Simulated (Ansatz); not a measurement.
Input and output of a self-consistent single point for AlAu (P4mm, 2 atoms in the cell) (Ansatz, a quantum-chemistry and plane-wave program).

Level of theory: LDA (PW92), default PAW files made with PBE (plane waves; Ansatz).

```
AlAu
1.0
    3.21427     0.00000     0.00000
    0.00000     3.21427     0.00000
    0.00000     0.00000     3.21427
Al Au
1 1
Direct
  0.00000   0.00000   0.01556
  0.50000   0.50000   0.50000
```

Reference input (self-consistent single point, DFT, LDA (PW92), plane waves, default PAW files made with PBE): basis.ecutwfc = 420 eV; kpoints.mp_grid.grid = 10 10 10; hamiltonian.xc = lda; hamiltonian.pseudopotentials = {kind: paw} (the program's default PAW files); scf.occupations.method = gaussian; scf.occupations.width = 0.1 eV. This run's input differs from it in these lines:

Ansatz 0.2 input:
```diff
@@ -12,3 +12,3 @@
   mp_grid:
-    grid: [10, 10, 10]
+    grid: [6, 6, 6]
 hamiltonian:
@@ -20,3 +20,3 @@
     method: gaussian
-    width: 0.1 eV
+    width: 0.05 eV
 output:
```

Log, with long lists cut:

```
SCF iter   1: F=—  HF=-13378.419428 eV  |F-HF|=—  |Δ(HF+E_count)|=         —  Δρ=5.65e-3  dr2=5.45e-3  ethr=1.77e-3  ⟨swp⟩=4.8  Hψ=2892  notcnv=0
all-band conjugate gradients solve this SCF's bands
preconditioner: auto → none
SCF iter   2: F=—  HF=-13378.419128 eV  |F-HF|=—  |Δ(HF+E_count)|=   3.00e-4  Δρ=3.00e-3  dr2=1.36e-3  ethr=2.48e-5  ⟨swp⟩=1.6  Hψ=1003  notcnv=0  defer=1
SCF iter   3: F=—  HF=-13378.419002 eV  |F-HF|=—  |Δ(HF+E_count)|=   1.25e-4  Δρ=1.34e-3  dr2=4.21e-4  ethr=6.17e-6  ⟨swp⟩=2.1  Hψ=858  notcnv=0  defer=2
SCF iter   4: F=—  HF=-13378.418918 eV  |F-HF|=—  |Δ(HF+E_count)|=   8.41e-5  Δρ=1.01e-4  dr2=1.66e-6  ethr=1.91e-6  ⟨swp⟩=2.5  Hψ=877  notcnv=0  defer=1
SCF iter   5: F=—  HF=-13378.418913 eV  |F-HF|=—  |Δ(HF+E_count)|=   5.45e-6  Δρ=1.76e-5  dr2=5.50e-8  ethr=7.55e-9  ⟨swp⟩=2.1  Hψ=987  notcnv=0  defer=1
SCF iter   6: F=-13378.418913 eV  HF=-13378.418913 eV  |F-HF|=1.53e-9  |Δ(HF+E_count)|=   1.28e-8  Δρ=6.34e-6  dr2=4.67e-9  ethr=2.50e-10  ⟨swp⟩=3.0  Hψ=2183  notcnv=0
SCF 1 converged in 6 iterations: F = -13378.418913 eV  dr2 = 4.67e-9
Free energy (F): -13378.418913 eV
Internal energy: -13378.417293 eV  (E = F + TS)
E sigma→0 (E₀):  -13378.418103 eV
Entropy (-TS):   -0.001619 eV (-0.810 meV/atom)
Fermi energy:    15.119983 eV
--- Forces (eV/Å), atoms counted from 1 ---
  atom   1  Al     0.00000000     0.00000000    -0.07043617
  atom   2  Au    -0.00000000     0.00000000     0.07037876
--- Stress (GPa, compression-positive) ---
       -7.167944       0.000000       0.000000
        0.000000      -7.167944       0.000000
        0.000000       0.000000      -7.257331
  P = ⅓ Tr σ = -7.1977 GPa (-71.977 kbar)
  The stress holds the Pulay correction. Without it, at fixed plane waves, as pw.x and ABINIT print it: P = -7.2431 GPa
```

The run converged in 6 iterations. Against the reference run the free energy goes down by 17.5 meV/atom, the pressure goes from -7.00 to -7.20 GPa and the largest force goes from 0.058 to 0.070 eV/Å.

The starting cell comes from a database of computed structures (which also holds hypothetical and non-ambient phases and stackings), without a prior relaxation at this level. Its lattice was rescaled by up to half a per cent. One atom was moved a little off its site on purpose. With a pressure of about -7 GPa the cell is away from its equilibrium volume at this level. Ansatz's pressure includes its estimate of the finite-basis (Pulay) stress.
